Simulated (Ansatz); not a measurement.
How the lattice constant a of B (model structure, started from the diamond type, Fd-3m, No. 227, 2 atoms in the cell) moves with the method

No measured value is used here.

```json
[
 {"level (code)": "LDA (Ansatz)", "value (Å)": "…"},
 {"level (code)": "PBE (Ansatz)", "value (Å)": "4.051"},
 {"level (code)": "PBEsol (Ansatz)", "value (Å)": "4.032"},
 {"level (code)": "PBE-D3(BJ) (Ansatz)", "value (Å)": "4.030"},
 {"level (code)": "r²SCAN (Ansatz)", "value (Å)": "4.053"},
 {"level (code)": "r²SCAN+rVV10 (Ansatz)", "value (Å)": "4.050"}
]
```

Q: Some entries are withheld; supply them.

A: 
- LDA (Ansatz, an electronic-structure program), value (Å): 4.002

Cutoffs differ between the levels. Ansatz's density-functional and Hartree–Fock values are scalar-relativistic unless marked +SOC, with PAW data made under PBE.

A model structure was made by putting elements into a prototype or built by hand; it is no filed structure, need not be a known phase, and can be a saddle point held by its symmetry.
